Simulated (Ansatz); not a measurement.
Pressure series in Pb

The parent structure is Pb in the fcc (Cu type) structure (space group Fm-3m, No. 225; a = 4.991 Å).

Cell and atoms are relaxed at each pressure.

The values are results of Kohn–Sham DFT with the r2SCAN functional, run in Ansatz (an electronic-structure program) with PAW and 500 eV plane waves, no SOC, not measurements.

Two rows of this table had their results exchanged by mistake.

| pressure | volume per atom (Å³) | shortest distance (Å) | band gap |
|---|---|---|---|
| pressure −2 GPa | 32.66 | 3.588 | zero |
| pressure −1 GPa | 31.80 | 3.556 | zero |
| pressure 1.8 GPa | 29.98 | 3.487 | zero |
| pressure 4.2 GPa | 28.79 | 3.440 | zero |
| pressure 9 GPa | 26.99 | 3.367 | zero |
| pressure 18 GPa | 24.71 | 3.270 | zero |
| pressure 30 GPa | 19.83 | 3.038 | zero |
| pressure 45 GPa | 21.04 | 3.099 | zero |
| pressure 60 GPa | 22.71 | 3.179 | zero |

Question: Which two?

Answer: The rows for pressure 30 GPa and pressure 60 GPa: the volume has to fall steadily with pressure, so 22.71 Å³ belongs to pressure 30 GPa and 19.83 Å³ to pressure 60 GPa.

Load acts through the strain it causes; cell and atoms are relaxed under it. No phonon test of stability was made. Measured, Pb leaves this structure (for hcp) near 14 GPa (room temperature; as listed in arXiv:1906.07825).
